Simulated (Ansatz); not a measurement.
**Ansatz (a first-principles code) run on CaPbF6 (I4mm, 8 atoms in the cell): self-consistent single point**

Method of the run: LDA (PW92), default PAW files made with PBE (plane waves; Ansatz).

Input:

Ansatz 0.2 input:
```yaml
# CaPbF6
crystal:
  lattice:
    - [0.000000, 4.329936, 4.329936]
    - [4.329936, 0.000000, 4.329936]
    - [4.329936, 4.329936, 0.000000]
  atoms:
    - { symbol: Ca, position: [0.505774, 0.505774, 0.494226] }
    - { symbol: Pb, position: [0.000000, 0.000000, 0.000000] }
    - { symbol: F, position: [0.760120, 0.760120, 0.239880] }
    - { symbol: F, position: [0.239880, 0.239880, 0.760120] }
    - { symbol: F, position: [0.239880, 0.760120, 0.760120] }
    - { symbol: F, position: [0.760120, 0.239880, 0.239880] }
    - { symbol: F, position: [0.760120, 0.239880, 0.760120] }
    - { symbol: F, position: [0.239880, 0.760120, 0.239880] }
basis:
  ecutwfc: 420.0
kpoints:
  mp_grid:
    grid: [4, 4, 4]
hamiltonian:
  xc: lda
  pseudopotentials:
    kind: paw
scf:
  occupations:
    method: fermi_dirac
    width: 0.01
output:
  forces: true
  eigenvalues: true
  stress: true
```

Log, with long lists cut:

```
WARN ansatz: RAYON_NUM_THREADS=1 ignored (pool sized by the plan → 1); use --threads N
Pseudopotentials: kind: paw
Pseudopotential: Ca, paw, valence charge 10
Pseudopotential: Pb, paw, valence charge 14
Pseudopotential: F, paw, valence charge 7
Crystal: 8 atoms, lattice volume = 162.358 Å³
Basis set: ecut = 420 eV, 3143 PW (Γ)
Bands: 41, of which v1, the nominal top of the filled ones, is band 33 counted from 1 (32 counted from 0)
Symmetry: 8 space group operations
Space group: I4mm (ITA 107), of the structure as read, at distance tolerance 5.5e-5 Å
k-points: 13 of 64 (time reversal used)
PAW frozen core: Ca, regenerated for the run's functional, and the local potential with it
PAW frozen core: Pb, regenerated for the run's functional, and the local potential with it
PAW frozen core: F, regenerated for the run's functional, and the local potential with it
Initial density: superposition of atomic densities (neutral atoms: chi_scale 0, normalization atom), corrected by the library's trained network
Initial wavefunctions: pseudopotential atomic-orbital guess
Eigensolver: davidson
Functional: x = slater, c = lda
SCF iter   1: F=—  HF=-18141.868699 eV  |F-HF|=—  |Δ(HF+E_count)|=         —  Δρ=1.55e-2  dr2=2.85e-1  ethr=1.77e-3  ⟨swp⟩=9.2  Hψ=2786  notcnv=0
all-band conjugate gradients solve this SCF's bands
preconditioner: auto → Resta (q_TF=auto, 2.348 Å⁻¹)
SCF iter   2: F=—  HF=-18141.794332 eV  |F-HF|=—  |Δ(HF+E_count)|=   7.44e-2  Δρ=4.83e-3  dr2=1.33e-2  ethr=4.33e-4  ⟨swp⟩=2.1  Hψ=938  notcnv=0  defer=27
SCF iter   3: F=—  HF=-18141.790097 eV  |F-HF|=—  |Δ(HF+E_count)|=   4.24e-3  Δρ=1.58e-3  dr2=2.26e-3  ethr=2.01e-5  ⟨swp⟩=2.8  Hψ=901  notcnv=0  defer=27
SCF iter   4: F=—  HF=-18141.789473 eV  |F-HF|=—  |Δ(HF+E_count)|=   6.24e-4  Δρ=2.90e-4  dr2=1.05e-4  ethr=3.42e-6  ⟨swp⟩=2.0  Hψ=882  notcnv=0  defer=27
SCF iter   5: F=—  HF=-18141.789481 eV  |F-HF|=—  |Δ(HF+E_count)|=   8.09e-6  Δρ=1.40e-4  dr2=2.01e-5  ethr=1.60e-7  ⟨swp⟩=2.1  Hψ=790  notcnv=0  defer=27
SCF iter   6: F=—  HF=-18141.789594 eV  |F-HF|=—  |Δ(HF+E_count)|=   1.14e-4  Δρ=3.45e-5  dr2=1.56e-6  ethr=3.05e-8  ⟨swp⟩=2.0  Hψ=915  notcnv=0  defer=27
SCF iter   7: F=—  HF=-18141.789595 eV  |F-HF|=—  |Δ(HF+E_count)|=   7.32e-7  Δρ=7.03e-6  dr2=1.44e-7  ethr=2.37e-9  ⟨swp⟩=2.0  Hψ=840  notcnv=0  defer=27
SCF iter   8: F=-18141.789596 eV  HF=-18141.789596 eV  |F-HF|=6.14e-8  |Δ(HF+E_count)|=   4.22e-7  Δρ=2.16e-6  dr2=1.68e-8  ethr=1.52e-10  ⟨swp⟩=10.5  Hψ=2289  notcnv=0
SCF 1 converged in 8 iterations: F = -18141.789596 eV  dr2 = 1.68e-8
SCF converged after 8 iterations
Free energy (F): -18141.789596 eV
Harris-Foulkes:  -18141.789596 eV  (|F-HF|=6.14e-8)
Internal energy: -18141.789596 eV  (E = F + TS)
E sigma→0 (E₀):  -18141.789596 eV
Fermi energy:    0.039540 eV
--- Per-component energies (eV) ---
  E_band       = -695.650486
  E_kinetic    = 1795.463909
  E_local      = -7365.821542  (includes V_loc(G=0)·N_el)
  E_nonlocal   = 882.143410
  E_hartree    = 2859.531428
  E_xc         = -813.083666
  E_vxc        = -898.382500  (∫ρ·V_xc dr)
  E_paw        = -12058.774744  (= ΣΔE_a)
  E_vpaw       = -828.136339  (= ΣTr[D̂ρ^β])
  E_aug_tail   = 0.012196  (compensation charges beyond the density's cutoff)
  E_ewald      = -3442.145550
  E_core_change = 0.884962  (= ΣΔE_core)
  E_smearing   = -0.000000  (= −TS)
  E_closure    = -0.000000  (closes the sum)
  Σ components = -18141.789596   (vs F -18141.789596, Δ=0.00e0)
--- Forces (eV/Å), atoms counted from 1 ---
  atom   1  Ca    -0.00000000     0.00000000    -0.34079733
  atom   2  Pb    -0.00000000     0.00000000     0.20254288
  atom   3  F     -0.00000000     0.00000000     0.15774907
  atom   4  F      0.00000000     0.00000000    -0.00644092
  atom   5  F      0.05760792     0.00000000    -0.00325645
  atom   6  F     -0.05760792     0.00000000    -0.00325645
  atom   7  F      0.00000000     0.05760792    -0.00325645
  atom   8  F      0.00000000    -0.05760792    -0.00325645
  max |Σ_I F_I| component: 2.79e-5 eV/Å
--- Stress (GPa, compression-positive) ---
       -3.332454       0.000000       0.000000
        0.000000      -3.332454       0.000000
        0.000000       0.000000      -3.210633
  P = ⅓ Tr σ = -3.2918 GPa (-32.918 kbar)
  The stress holds the Pulay correction. Without it, at fixed plane waves, as pw.x and ABINIT print it: P = -3.9231 GPa
--- Band table (eV; the first three rows and the last of 13) ---
  k-point 0: bands = ["-37.0583", "-21.4836", "-21.3488", "-21.2713", "-21.2024", "-21.2024", "-21.1132", "-18.0941", "-18.0941", "-18.0909", "-15.1571", "-15.1571", "-15.1568", "-14.8072", "-14.8070", "-7.7769", "-4.2740", "-4.2703", "-4.2703", [...]
  k-point 1: bands = ["-37.0583", "-21.5554", "-21.4284", "-21.3925", "-21.0964", "-21.0608", "-21.0270", "-18.1405", "-18.1388", "-18.1253", "-15.1568", "-15.1568", "-15.1565", "-14.7685", "-14.7683", "-7.6395", "-4.4664", "-4.3994", "-4.3973", [...]
  k-point 2: bands = ["-37.0582", "-21.6064", "-21.4778", "-21.4498", "-21.0202", "-20.9824", "-20.9605", "-18.1868", "-18.1847", "-18.1588", "-15.1565", "-15.1564", "-15.1562", "-14.7303", "-14.7302", "-7.4852", "-4.6773", "-4.5128", "-4.5095", [...]
  k-point 12: bands = ["-37.0582", "-21.4607", "-21.3576", "-21.2692", "-21.2065", "-21.2065", "-21.1267", "-18.0923", "-18.0923", "-18.0872", "-15.1570", "-15.1559", "-15.1559", "-14.8227", "-14.8074", "-7.7018", "-4.1956", "-4.1956", "-4.1415", [...]
```

The run converged in 8 iterations.

The starting cell comes from a database of computed structures (which also holds hypothetical and non-ambient phases and stackings), without a prior relaxation at this level. Its lattice was rescaled by up to half a per cent. One atom was moved a little off its site on purpose. Spin-orbit coupling is off. With a pressure of about -3 GPa the cell is away from its equilibrium volume at this level. Ansatz's pressure includes its estimate of the finite-basis (Pulay) stress. Without the estimate this run gives -3.92 GPa.
